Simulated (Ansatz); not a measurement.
Na2Te: band gap against strain

Na2Te (antifluorite, Fm-3m, 31.705 Å³/atom and stress up to 0.01 GPa in the relaxed cell, cube axes along x, y and z) under an engineering shear γ in the xy plane. PBEsol in Ansatz, a plane-wave DFT program (PAW, default set), 420 eV, 8×8×8 Γ-centred mesh, Fermi-Dirac smearing 0.05 eV; ions are relaxed, or left where forces stay under 0.02 eV/Å, within the symmetry of each cell. Gaps are the smallest over the k-mesh and a band path, without spin-orbit coupling; in all rows the valence edge lies at Γ and the conduction edge at Γ.

Here s stands for strain and Eg for gap.

| strain (%) | gap (eV) |
|---|---|
| 0.00 | 2.020 |
| 0.58 | 2.012 |
| 1.14 | 2.001 |
| 1.72 | 1.991 |
| 4.00 | ? |

Problem. Using a straight line, estimate the missing Eg at s = 4.00 from the other rows, showing the fit.

Solution. Means: s 0.86000, Eg 2.0060. About the means, the sum of products is -0.028020 and the sum of squares of s is 1.6360; the slope is their ratio. Least squares gives Eg = 2.0207 - 0.01713·s. Residuals (row less fit): -0.0007, 0.0012, -0.0002, -0.0002; standard error 0.0010 (degrees of freedom: 2). Over these rows the gap moves by -1.71 ± 0.08 eV per unit strain. At the withheld row, Eg = 2.0207 - 0.01713 × 4.00 = 1.9522 eV. The calculation gives 1.946 eV, 0.0062 eV below the prediction (8.4 % of the range of Eg in the table). The row lies outside the fitted rows, so this is an extrapolation. From the scatter of the fitted rows alone, a prediction at this place has a standard error of 0.0028 eV, so the miss is 2.2 times that.

A polynomial of degree 2 through the 7 other runs of the series gives 1.945 there, so most of the miss is curvature that the fit leaves out. The start is a measured cell from the literature; how it stands against other phases or cation orders wasn't checked. Spin-orbit coupling is left out, which can shift this property for Na2Te. Rows are the converged runs of the series near zero and its far end, less any whose ions stayed unrelaxed beside relaxed ones; series whose fitted rows scatter by over a few per cent of the range, as at a crossing or softening among them, aren't shown in this form. Most that stay on the fit to the last digits aren't either.
